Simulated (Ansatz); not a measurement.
Tunnelling through a barrier is set by its complex band structure: the current falls as exp(−2κd) with the smallest κ.

Given:

```
CELL_PARAMETERS angstrom
      4.34609     0.00000     0.00000
     -2.17305     3.76382     0.00000
      0.00000     0.00000     7.08984
ATOMIC_POSITIONS crystal
  Cd 0.66667 0.33333 0.49995
  Cd 0.33333 0.66667 0.99995
  Se 0.66667 0.33333 0.87591
  Se 0.33333 0.66667 0.37591
```

The cell is taken as given.

Transport runs along the normal of the first two printed cell vectors, the (001) plane of the conventional cell.

No gap correction and no spin-orbit coupling; mid-gap is the computed energy nearest the middle.

Give the band gap and the smallest decay constant κ at mid-gap that r2SCAN (Ansatz, a first-principles code) yields.

Gap 1.09 eV on a 12×12×4 mesh; κ = 0.082 1/Å, at the zone centre.
